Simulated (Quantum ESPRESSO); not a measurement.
Quantum ESPRESSO 7.5, DFT, PBE, plane waves, PseudoDojo 0.5 standard norm-conserving PBE (local tails restored to the Coulomb form): fcc Ni, 1 atom, spin-polarised from a ferromagnetic start (nspin = 2, starting_magnetization 0.1 on Ni). Basis and mesh were picked for this test and aren't claimed converged.

```fortran
&CONTROL
  calculation = 'scf'
  pseudo_dir = './pseudo'
  outdir = './out'
  tprnfor = .true.
  tstress = .false.
/
&SYSTEM
  ibrav = 0
  nat = 1
  ntyp = 1
  ecutwfc = 98.0
  ecutrho = 392.0
  occupations = 'smearing'
  smearing = 'mv'
  degauss = 0.02
  nspin = 2
  starting_magnetization(1) = 0.1
/
&ELECTRONS
  conv_thr = 1e-09
/
ATOMIC_SPECIES
Ni 58.6934 Ni.upf
CELL_PARAMETERS angstrom
  0.000000000000   1.762000000000   1.762000000000
  1.762000000000   0.000000000000   1.762000000000
  1.762000000000   1.762000000000   0.000000000000
ATOMIC_POSITIONS crystal
Ni   0.000000000000   0.000000000000   0.000000000000
K_POINTS automatic
15 15 15 0 0 0
```

```bash
OMP_NUM_THREADS=1 mpirun -np 48 pw.x -nk 2 -in pw.in
```

The program reports k-points computed: 120, bands: 13, electrons: 18, G-vectors of the density: 9721, FFT grid: 30×30×30, symmetry operations: 48.

Hardware: AMD EPYC (Zen 5), 96 cores on 1 socket, no SMT, 12 L3 cache groups; 94 cores' worth of CPU time may be used.

On 48 ranks this takes 3.6 s. Times are wall-clock medians of two to five runs, from launch to exit, with nothing else on the machine. Unless noted, each process is bound to its own block of adjacent cores. The times hold for this build (conda-forge: Open MPI 5.0, OpenMP, OpenBLAS 0.3.34 (pthreads), FFTW, ScaLAPACK, ELPA). Scratch files lie in a memory file system.

### Question
Speed this job up; the result has to stay within 1.0 meV/atom in energy, 0.020 μB/atom in absolute magnetization. Keep to 48 cores.

### Answer
One answer among several that fit: going from -nk 2 to -nk 24, one of the fastest of the measured ones that keep the result.

```diff
-OMP_NUM_THREADS=1 mpirun -np 48 pw.x -nk 2 -in pw.in
+OMP_NUM_THREADS=1 mpirun -np 48 pw.x -nk 24 -in pw.in
```

Time: 3.6 s to 1.5 s (2.3× as fast). The largest move is in FFTs of H·ψ (vloc_psi): 1.5 s to 0.34 s. These two results differ by: energy equal as printed, absolute magnetization equal as printed. Others tried: -nk 12 (1.6 s); -nk 16 (1.6 s); -nk 8 (1.6 s); -nk 6 (1.7 s); -nk 48 (1.7 s); -nk 4 (2.2 s); -nk left out (the program takes 4) (2.2 s); -nk 3 (2.6 s); -nk 1 (7.7 s). Launch, exit and the like take 0.61 s of the 1.5 s.
